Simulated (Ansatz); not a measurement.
# A computed series for SnSe2: pressure series

Take SnSe2 in the CdI2 type structure (space group P-3m1, No. 164; a = 3.8403 Å, c = 6.0057 Å; layered, stacked along the Cartesian z axis) as the base.

Cell and atoms are relaxed at each pressure.

Calculations: PBE-D3(BJ) (Ansatz, a quantum-chemistry and plane-wave program, PAW, no spin-orbit coupling).

Computed cases, in order: pressure −1 GPa; 0 GPa (base); pressure 3 GPa; pressure 7 GPa; pressure 15 GPa; pressure 30 GPa; pressure 50 GPa; pressure 75 GPa; pressure 100 GPa.

Task: Between which two neighbouring cases does the band gap open or close?

Result: Between 0 GPa (base) (0.36 eV) and pressure 3 GPa (zero). The whole series: pressure −1 GPa: 0.60 eV; 0 GPa (base): 0.36 eV; pressure 3 GPa: zero; pressure 7 GPa: zero; pressure 15 GPa: zero; pressure 30 GPa: zero; pressure 50 GPa: zero; pressure 75 GPa: zero; pressure 100 GPa: zero.

The mesh was chosen for an insulator and is coarse for the gapless case. From pressure 100 GPa on, the axis ratios lie over 15 % from the base's, so the cell there is far from its starting form. Load acts through the strain it causes; cell and atoms are relaxed under it. No phonon test of stability was made. No other phases were tried under pressure. All final runs are without spin polarisation. A zero or small gap of SnSe2 under pressure 3 GPa and SnSe2 under pressure 7 GPa can be the functional's error rather than a property of the material.
